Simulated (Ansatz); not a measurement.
The starting structures come from a database of crystals and need not be the phases stable at ambient conditions.

 Where the default PAW files enter, the runs use the earlier of Ansatz's two default sets.

The decay constant κ of evanescent states in the gap governs leakage through a thin film.

```xyz
20
Lattice="5.1172 0.0000 0.0000 0.0000 8.8346 0.0000 0.0000 0.0000 4.7498" Properties=species:S:1:pos:R:3 pbc="T T T"
Li     2.5586     0.0000     0.0000
Li     0.0000     0.0000     2.3749
Li     0.0000     4.4173     2.3749
Li     2.5586     4.4173     0.0000
Ta     2.2972     6.6259     2.6515
Ta     2.8200     2.2086     2.0983
Ta     0.2614     2.2086     0.2766
Ta     4.8559     6.6259     4.4732
O      0.6156     6.6259     1.4319
O      4.5016     2.2086     3.3179
O      1.9430     2.2086     3.8068
O      3.1742     6.6259     0.9430
O      1.0584     7.8988     3.7475
O      4.0588     0.9358     1.0023
O      1.5002     0.9358     1.3726
O      3.6171     7.8988     3.3771
O      3.6171     5.3530     3.3771
O      1.5002     3.4815     1.3726
O      4.0588     3.4815     1.0023
O      1.0584     5.3530     3.7475
```

Space group of this cell: Pnma. The cell is taken as given; by PBEsol its mean pressure is -6.9 GPa.

Transport runs along the normal of the first two printed cell vectors.

No gap correction and no spin-orbit coupling; mid-gap values are interpolated between computed energies.

Estimate the band gap and the smallest decay constant κ at mid-gap that PBEsol in Ansatz (a quantum-chemistry and plane-wave program) returns for this system.

Gap 2.47 eV on a 6×4×6 mesh; κ = 0.455 1/Å, at (0.333, 0.000) of the in-plane reciprocal vectors. At the zone centre, at the nearest computed energy, the slowest state has κ = 0.49 1/Å.
